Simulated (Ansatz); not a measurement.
Consider MgS in the rock salt structure (space group Fm-3m, No. 225; a = 5.1820 Å).

Modification: cell and atoms relaxed at a pressure of 10 GPa.

Levels (all Ansatz, a quantum-chemistry and plane-wave program, PAW): PBEsol (420 eV, no SOC); r2SCAN (500 eV, no SOC).

The geometry is relaxed with PBEsol.

| Item | Result |
|---|---|
| PBEsol lowest conduction level above the VBM at special points | X 2.92 eV; K 3.92 eV; U 3.92 eV; L 4.54 eV |
| PBEsol width of the top valence band | 2.74 eV |
| PBEsol smallest direct gap | 4.57 eV |

With r2SCAN at the same geometry, the lowest conduction level above the VBM at special points goes from X 2.92 eV; K 3.92 eV; U 3.92 eV; L 4.54 eV to X 3.70 eV; K 4.66 eV; U 4.66 eV; L 5.37 eV; the width of the top valence band shrinks by 0.04 eV (2.74 eV → 2.70 eV); the smallest direct gap increases by 1.12 eV, from 4.57 eV to 5.69 eV.

Single points use the geometry relaxed with PBEsol. Their cutoffs differ, which shifts pressures a little. Load acts through the strain it causes; cell and atoms are relaxed under it. Whether these cells are dynamically stable was not tested. Competing high-pressure phases were not computed.
